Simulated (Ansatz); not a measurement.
## Hypothetical CsCl type InP, pressure series

Start from InP in the CsCl type structure (space group Pm-3m, No. 221; a = 3.449 Å; a hypothetical phase, not in the database extracts checked).

Cell and atoms are relaxed at each pressure.

Calculations: PBE (Ansatz, a first-principles code, PAW, spin-orbit coupling left out).

```
P (GPa)  V (Å³/atom)
-------  -----------
-2.01         21.219
-1.01         20.849
0.30          20.415
0.70          20.293
1.49          20.062
3.00          19.662
5.00          19.194
7.50          18.681
10.00         18.226
```

A third-order Birch–Murnaghan fit to these points gives V₀ = 20.51 Å³/atom, B₀ = 64 GPa and B₀′ = 4.7. At pressure 10 GPa the volume is 88.9 % of V₀.

Load acts through the strain it causes; cell and atoms are relaxed under it. Whether these cells are dynamically stable was not tested. No other phases were tried under pressure. All final runs are without spin polarisation.
